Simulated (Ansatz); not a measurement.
**Effect of N interstitial (started 1.99 Å from the nearest host atom) on BN**

The parent structure is a 16-atom supercell of BN in the h-BN type structure (space group P6_3/mmc, No. 194; a = 2.506 Å, c = 6.615 Å; layered, stacked along the Cartesian z axis) at its relaxed geometry.

It is then changed as follows: a neutral N interstitial (started 1.99 Å from the nearest host atom), atoms relaxed at fixed cell, starting from a slightly rattled geometry.

All numbers come from PBE-D3(BJ) in Ansatz (plane waves to 420 eV, PAW, no spin-orbit coupling). k-mesh 6×6×6 (Γ-centred); smearing 0.01 eV (Fermi–Dirac).

The pressure goes from zero to 5.7 GPa and the largest displacement of a host atom from its site in the perfect cell amounts to 0.34 Å. The final site of the added atom is 1 B at 1.50 Å and 1 N at 1.54 Å (bent).

Other magnetic orders, which the real material may have, were not ruled out. In so small a cell the defect repeats every few ångströms: this is an ordered compound, not a dilute defect. The defect cell is spin-polarised and ends with 1.0 μB.

Ansatz is a quantum-chemistry and plane-wave program.
